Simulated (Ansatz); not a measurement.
**Ni on the 1x1 (110) surface of 3C silicon carbide (cut with top plane C + Si), one in a 2x2 cell, started at the site 'over Si at depth 1.5 Å'**

Host crystal: 3C silicon carbide, with a band gap (PBE, scalar-relativistic without spin-orbit coupling).

The numbers are results of PBE (plane waves to 420 eV, PAW; Ansatz, an electronic-structure program), not measurements.

Model: 49-atom slab, 7.7 Å thick at the start under the adsorbate (thin: gaps and levels are the slab's own), 3x3x1 mesh, Fermi-Dirac 0.01 eV, dipole correction, 24 atoms held, the rest relaxed; start symmetry kept, larger cells not searched; spin-polarised, no spin-orbit, no U, no dispersion correction. The starting moment vanished. At the end it is bonded to C + 3 Si. In PBE it is, or lies within 0.03 eV of, the lowest of the starts that converged.

```json
{
  "adsorption energy against an atom of fcc Ni, ferromagnetic": "12.6 kcal/mol",
  "change_of_the_step_from_the_bottom_to_the_top_vacuum_level_against_the_clean_slab": "-0.39 eV",
  "energy_released_by_relaxation": "1.64 eV",
  "height of the binding atom over the mean of the host atoms within 0.3 Å of the top one": "0.880 Å",
  "magnetic_moment_of_the_cell": "0.00 μB",
  "nearest_host_atoms_of_the_binding_atom": "C at 2.01 Å, Si at 2.31 Å, Si at 2.31 Å",
  "largest_move_of_a_host_atom": "0.19 Å",
  "note": "in the relaxation the adsorbate left its starting site by 0.9 Å",
  "cost": "about 29 core-minutes (a rough figure)"
}
```

A negative adsorption energy means that the adsorbate is more stable on the surface than in its reference.
